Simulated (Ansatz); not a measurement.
Cubic perovskite BaLiF3, treated with LDA in Ansatz (plane waves, PAW).

Numerical settings: plane-wave cutoff 520 eV, 8×8×8 k mesh, Fermi–Dirac smearing 0.01 eV, scalar-relativistic PAW data made under PBE.

Computed at the level's own relaxed cell.

Task: Estimate the bulk modulus, band gap and volume per atom that the calculation returns.

Result: 
bulk modulus: 93.3 GPa
band gap: 6.67 eV
volume per atom: 11.75 Å³/atom

Note: the relaxation could not lower the start's symmetry, so the cell can be a saddle point above a distorted one.

Spin–orbit coupling is not included.

The computed numbers hold no vibrational or temperature effects.

Ansatz is a first-principles code.
